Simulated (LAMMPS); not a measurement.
MD of Ag (fcc) with 75 % of Ag sites Au at zero pressure over temperature, 4000 atoms; each row names its start.

All values are model results, not measurements: classical MD, pair style eam, the elements' _u3.eam files (universal-3 set of Foiles, Baskes and Daw); code LAMMPS.

| T (K), start | state | volume | enthalpy | first peak of g(r), Ag-Au | coordination number of Ag by Au | D(Ag) | D(Au) |
|---|---|---|---|---|---|---|---|
| 300, crystal | crystal; no diffusion seen in 30 ps | 17.1586 ± 0.0001 Å³/atom | -3.6017 ± 0.0001 eV/atom | 2.88 Å, height 7.3 | 9.0 (counted to 3.50 Å) | - | - |
| 920, crystal | crystal; no diffusion seen in 30 ps | 17.6897 ± 0.0005 Å³/atom | -3.4266 ± 0.0001 eV/atom | 2.86 Å, height 3.9 | 8.9 (counted to 3.58 Å) | - | - |
| 1250, melt | liquid | 18.826 ± 0.002 Å³/atom | -3.2137 ± 0.0002 eV/atom | 2.79 Å, height 2.9 | 9.9 (counted to 3.90 Å) | (2.41 ± 0.08) × 10^-5 cm²/s | (2.55 ± 0.03) × 10^-5 cm²/s |
| 1510, melt | liquid | 19.2904 ± 0.0010 Å³/atom | -3.1250 ± 0.0001 eV/atom | 2.78 Å, height 2.6 | 9.6 (counted to 3.90 Å) | (4.47 ± 0.08) × 10^-5 cm²/s | (4.23 ± 0.08) × 10^-5 cm²/s |
| 1840, melt | liquid | 19.921 ± 0.005 Å³/atom | -3.0157 ± 0.0004 eV/atom | 2.74 Å, height 2.4 | 9.7 (counted to 3.98 Å) | (6.8 ± 0.2) × 10^-5 cm²/s | (6.55 ± 0.04) × 10^-5 cm²/s |

Caution (rows 300, crystal; 920, crystal): the random arrangement on this lattice is imposed, and need not be a phase that exists in equilibrium.

Caution (rows 920, crystal; 1250, melt; 1510, melt; 1840, melt): a run this short can hold a crystal over, or a liquid under, the potential's own melting point, which these runs don't give.

States go by the mean squared displacement: a species diffuses where it passes 1.5 Å², still rises and gives D over 1e-6 cm²/s; a crystal has left its structure where atoms lie 0.35 Å off their sites on average or a cubic box changes its shape by 3 %, or the axial ratios of another lie 8 % off the starting cell's, which the potential's own relaxation can also do.

Errors of D are the spread over four groups of atoms in one short run; a floor of about 5 %, a picked value, is safer.

Errors shown are sampling errors alone.
